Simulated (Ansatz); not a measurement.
Start from Al$_{2}$O$_{3}$ in the corundum structure (space group R-3c, No. 167; a = 4.7292 Å, c = 12.8916 Å (hexagonal axes)).

Structures relaxed with Ansatz (a program for electronic structure) LDA, spin-orbit coupling left out.

Base:

Simulated powder pattern, Cu Kα1, λ = 1.54056 Å (kinematic, ideal powder, no thermal factors, no anomalous dispersion; the 14 strongest lines at most, above 2 %, up to 2θ = 90°):

| 2θ (°) | I/Imax (%) | hkl |
|---|---|---|
| 25.75 | 61 | (012) |
| 35.41 | 93 | (104) |
| 38.02 | 44 | (110) |
| 43.66 | 98 | (113) |
| 52.93 | 50 | (024) |
| 57.95 | 100 | (116) |
| 61.82 | 7.4 | (018) |
| 67.01 | 40 | (214) |
| 68.70 | 62 | (300) |
| 77.57 | 18 | (1 0 10) |
| 77.91 | 9.9 | (119) |
| 81.31 | 7.1 | (220) |
| 85.02 | 6.0 | (223) |
| 89.83 | 8.8 | (0 2 10) |

After one change:

Simulated powder pattern, Cu Kα1, λ = 1.54056 Å (kinematic, ideal powder, no thermal factors, no anomalous dispersion; the 14 strongest lines at most, above 2 %, up to 2θ = 90°):

```csv
2θ (°),I/Imax (%)
26.60,62
36.65,95
39.26,45
45.14,97
54.79,49
60.08,100
63.73,3.5
64.21,7.0
69.46,40
71.17,62
80.81,18
81.11,9.7
84.44,7.3
88.39,6.1
```

### Question
Which change produced these results?
A. pressure 9 GPa
B. pressure 30 GPa
C. pressure 2.1 GPa
D. pressure 4.5 GPa

### Answer
B, pressure 30 GPa. Its volume per atom is 7.56 Å³ against 8.32 Å³, and its space group is R-3c (No. 167).

Load acts through the strain it causes; cell and atoms are relaxed under it. No phonon test of stability was made. No other phases were tried under pressure.
